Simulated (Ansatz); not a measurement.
Results of r²SCAN (plane waves, PAW; Ansatz, a program for electronic structure) for hexagonal WC.

Run with plane-wave cutoff 600 eV, 24×24×22 k mesh (along the axes of the cell as run), Fermi–Dirac smearing 0.055 eV (set by the program), no spin polarisation, scalar-relativistic PAW data made under PBE.

Computed at the level's own relaxed cell.

Task: Predict the Poisson ratio, elastic constant C44, elastic constant C11, elastic constant C33, Voigt–Reuss–Hill bulk modulus, elastic constant C12, elastic constant C13 and elastic constant C66.

Result: 
- Poisson ratio = 0.203
- elastic constant C44 = 316 GPa
- elastic constant C11 = 739 GPa
- elastic constant C33 = 993 GPa
- Voigt–Reuss–Hill bulk modulus = 403 GPa
- elastic constant C12 = 237 GPa
- elastic constant C13 = 175 GPa
- elastic constant C66 = 251 GPa

Elastic constants are with the ions relaxed.

Spin–orbit coupling is not included.

Static lattice: no zero-point or thermal effects.

It cost about 60 core-minutes (a rough figure) of CPU time.
